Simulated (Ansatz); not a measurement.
**A computed series for hypothetical CsCl type MoP: response to strain**

Start from MoP in the CsCl type structure (space group Pm-3m, No. 221; a = 3.0038 Å; a hypothetical phase, not in the database extracts checked; relaxed with 0.1 eV smearing). Axes: x, y, z lie along the cube axes.

Strains are applied to the cell and any free atomic positions relax; under biaxial strain the out-of-plane vector relaxes too.

Computed with PBE (Ansatz, a quantum-chemistry and plane-wave program; PAW; 420 eV plane waves; without spin-orbit coupling).

Notes on the quantities. energy relative to the base: free energy F; pressure: mean of the normal stresses, compression positive.

```tsv
case	volume per atom	space group	energy relative to the base	pressure
base	13.55 Å³	Pm-3m (No. 221)	0 meV/atom	0.0 GPa
biaxial strain −0.80 %, plane normal [001], relaxed out of plane	13.40 Å³	P4/mmm (No. 123)	+2.8 meV/atom	2.8 GPa
biaxial strain −0.25 %, plane normal [001], relaxed out of plane	13.50 Å³	P4/mmm (No. 123)	+0.3 meV/atom	0.8 GPa
biaxial strain −2.58 %, plane normal [110], relaxed out of plane	13.12 Å³	Cmmm (No. 65)	+27 meV/atom	8.7 GPa
isotropic strain −1.47 %	12.96 Å³	Pm-3m (No. 221)	+20 meV/atom	11.4 GPa
isotropic strain +4.51 %	15.47 Å³	Pm-3m (No. 221)	+153 meV/atom	-22.6 GPa
uniaxial strain ε_xx = +1.97 %	13.82 Å³	P4/mmm (No. 123)	+7.0 meV/atom	-4.3 GPa
```

Whether these cells are dynamically stable was not tested. The final runs are not spin-polarised. An odd electron count without spin: MoP. MoP has a high density of states at the Fermi level and may be magnetic at this level.
